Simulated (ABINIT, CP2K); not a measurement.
An ABINIT input for a self-consistent single point of Pt₃Ti (Pm-3m, 4 atoms in the cell) (DFT, LDA (PW92), plane waves, norm-conserving pseudopotentials (PseudoDojo nc-sr-04 LDA standard)):

```
# Pt3Ti, PseudoDojo nc-sr-04 LDA standard
pp_dirpath "./"
pseudos "Ti.upf, Pt.upf"
acell 3*1.0 Angstrom
rprim
         3.9200000000    0.0000000000    0.0000000000
         0.0000000000    3.9200000000    0.0000000000
         0.0000000000    0.0000000000    3.9200000000
natom 4
ntypat 2
znucl 22 78
typat 1 2 2 2
xcart
         0.0000000000    0.0000000000    0.0000000000
         0.0000000000    3.7038632043    3.7038632043
         3.7038632043    0.0000000000    3.7038632043
         3.7038632043    3.7038632043    0.0000000000
ecut 84 Ry
ixc 7
occopt 3
tsmear 0.1 eV
nband 42
kptopt 1
ngkpt 6 6 6
nshiftk 1
shiftk 0 0 0
nstep 100
tolvrs 1.0e-12
prtwf 0
prtden 0
prtvol 1
enunit 2
```

Question: Write the same calculation as an input for CP2K.

Answer: This is the input that was run; spellings and numerical settings could be chosen otherwise.

```
&GLOBAL
  PROJECT calc
  RUN_TYPE ENERGY_FORCE
  PRINT_LEVEL MEDIUM
&END GLOBAL
&FORCE_EVAL
  METHOD Quickstep
  STRESS_TENSOR ANALYTICAL
  &DFT
    BASIS_SET_FILE_NAME BASIS_MOLOPT_UCL
    POTENTIAL_FILE_NAME GTH_POTENTIALS
    &QS
      METHOD GPW
      EPS_DEFAULT 1E-10
    &END QS
    &MGRID
      CUTOFF 600
      REL_CUTOFF 40
      NGRIDS 5
    &END MGRID
    &SCF
      SCF_GUESS ATOMIC
      EPS_SCF 1E-6
      MAX_SCF 100
      ADDED_MOS 11
      &DIAGONALIZATION
        ALGORITHM STANDARD
      &END DIAGONALIZATION
      &MIXING
        METHOD BROYDEN_MIXING
        ALPHA 0.2
        NBUFFER 10
        BETA 1
      &END MIXING
      &SMEAR ON
        METHOD FERMI_DIRAC
        ELECTRONIC_TEMPERATURE [K] 1160.45
      &END SMEAR
    &END SCF
    &KPOINTS
      SCHEME MONKHORST-PACK 6 6 6
      GAMMA_CENTERED T
    &END KPOINTS
    &XC
      &XC_FUNCTIONAL PADE
      &END XC_FUNCTIONAL
    &END XC
    &PRINT
      &MO
        EIGENVALUES T
        OCCUPATION_NUMBERS T
        NDIGITS 8
        FILENAME mo
        &EACH
          QS_SCF 0
        &END EACH
        ADD_LAST NUMERIC
      &END MO
      &MULLIKEN ON
      &END MULLIKEN
    &END PRINT
  &END DFT
  &SUBSYS
    &CELL
      A 3.92000000 0.00000000 0.00000000
      B 0.00000000 3.92000000 0.00000000
      C 0.00000000 0.00000000 3.92000000
      PERIODIC XYZ
    &END CELL
    &COORD
      Ti       0.00000000     0.00000000     0.00000000
      Pt       0.00000000     1.96000000     1.96000000
      Pt       1.96000000     0.00000000     1.96000000
      Pt       1.96000000     1.96000000     0.00000000
    &END COORD
    &KIND Ti
      BASIS_SET TZVP-MOLOPT-SR-GTH
      POTENTIAL GTH-PADE-q12
    &END KIND
    &KIND Pt
      BASIS_SET TZVP-MOLOPT-SR-GTH
      POTENTIAL GTH-PADE-q18
    &END KIND
  &END SUBSYS
  &PRINT
    &FORCES ON
    &END FORCES
    &STRESS_TENSOR ON
    &END STRESS_TENSOR
  &END PRINT
&END FORCE_EVAL
```

Basis settings and potentials, where a program has them, do not carry over. This input uses DFT LDA (Pade form), GPW, TZVP-MOLOPT-SR-GTH basis, GTH-PADE potentials (GTH_POTENTIALS). LDA parametrisations can differ slightly between programs. Both were run: pressure -9.81 GPa in ABINIT and -14.21 in CP2K.

On ABINIT: the starting cell has typed, rounded lattice constants, without a prior relaxation at this level. Spin polarisation is off. With a pressure of about -10 GPa the cell is away from its equilibrium volume at this level.

On CP2K: the starting cell has typed, rounded lattice constants, without a prior relaxation at this level. Spin polarisation is off. Values carry the incompleteness of an atom-centred basis. With a pressure of about -14 GPa the cell is away from its equilibrium volume at this level.
